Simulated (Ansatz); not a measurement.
**Effect of pressure 4.5 GPa on ZrO2**

Consider ZrO₂ (space group P4_2/nmc, No. 137; a = 3.621 Å, c = 5.283 Å).

The change: a hydrostatic pressure of 4.5 GPa.

The values are results of PBE (Ansatz, a first-principles code; PAW; 420 eV plane waves; no SOC), not measurements. k-mesh 9×9×6 (Γ-centred); smearing 0.05 eV (Fermi–Dirac).

The volume per atom falls by 0.30 Å³ to 11.24 Å³ and the lattice parameter a drops by 0.023 Å (3.621 Å → 3.598 Å). The c/a ratio falls by 0.0105 (1.459 → 1.448) and the shortest interatomic distance stays essentially unchanged (2.077 Å against 2.076 Å). The enthalpy H = E + PV relative to the base's energy is +0.32 eV/atom and the band gap goes up by 0.015 eV to 4.05 eV. The gap character remains indirect, k = (0.222, 0.222, 0) in the run's primitive reciprocal basis → Γ and the smallest direct gap grows by 0.022 eV (4.13 eV → 4.16 eV). The mean gap deformation potential ΔEg/Δln V amounts to -0.6 eV and the width of the top valence band grows by 0.02 eV (0.87 eV → 0.89 eV). The electron mass changes from 2.3 mₑ along c, 0.61 mₑ across (at Γ) to 2.2 mₑ along c, 0.60 mₑ across (at Γ).

Final structure:

```yaml
crystal:
  lattice:
    - [3.59780, 0.00000, 0.00000]
    - [0.00000, 3.59780, 0.00000]
    - [0.00000, 0.00000, 5.21131]
  atoms:
    - { symbol: Zr, position: [0.00000, 0.00000, 0.00000] }
    - { symbol: Zr, position: [0.50000, 0.50000, 0.50000] }
    - { symbol: O, position: [0.00000, 0.50000, 0.19893] }
    - { symbol: O, position: [0.00000, 0.50000, 0.69893] }
    - { symbol: O, position: [0.50000, 0.00000, 0.30107] }
    - { symbol: O, position: [0.50000, 0.00000, 0.80107] }
```

Load acts through the strain it causes; cell and atoms are relaxed under it. Masses are band curvatures over ±0.01 Å⁻¹ around the edge. Stability against distortions was not tested. This is not the structure that ZrO2 has at room temperature and ambient pressure.
